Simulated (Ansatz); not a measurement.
The parent structure is Pd in the fcc (Cu type) structure (space group Fm-3m, No. 225; a = 3.8777 Å; relaxed with 0.1 eV smearing).

Method: PBEsol in Ansatz (plane waves to 420 eV, PAW, scalar-relativistic without spin-orbit coupling).

Strains are applied to the cell and any free atomic positions relax.

One change was made to it. Results:

The energy rises by 36 meV/atom; the pressure goes from zero to 14.5 GPa.

Task: Name the change that was made.
A. isotropic strain +3.00 %
B. isotropic strain +2.00 %
C. isotropic strain −1.00 %
D. isotropic strain −2.50 %
E. isotropic strain −2.00 %

Result: E, isotropic strain −2.00 %. For comparison, the energy relative to the base in the other runs: isotropic strain +3.00 % gives +65 meV/atom; isotropic strain −2.50 % gives +58 meV/atom; isotropic strain −1.00 % gives +8.7 meV/atom; isotropic strain +2.00 % gives +30 meV/atom.

Whether these cells are dynamically stable was not tested. All final runs are without spin polarisation. Pd lies near a magnetic instability that expansion can trigger; it was not tested.

Ansatz is an electronic-structure program.
